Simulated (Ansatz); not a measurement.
For Cu2Sb (P4/nmm, No. 129), LDA in Ansatz (plane waves, PAW) gives:

lattice parameter a: 3.921 Å
lattice parameter c: 5.962 Å
cohesive energy: 4.24 eV/atom

**Question.** What does r²SCAN+rVV10 (Ansatz, a quantum-chemistry and plane-wave program, plane waves, PAW) give for the same quantities?

**Answer.** 
- lattice constant a: 3.979 Å (rises by 1.5 %)
- lattice parameter c: 6.030 Å (grows by 1.1 %)
- cohesive energy: 3.66 eV/atom (shrinks by 0.58 eV/atom)

Changes are worked out from the printed values.

Unless a cell is named, each level is at its own relaxed cell (LDA 15.28, r²SCAN+rVV10 15.91 Å³/atom).

Levels without +SOC leave out spin–orbit coupling, which shifts energies and cells of such heavy elements.

Ansatz's density-functional and Hartree–Fock values are scalar-relativistic unless marked +SOC, with PAW data made under PBE.
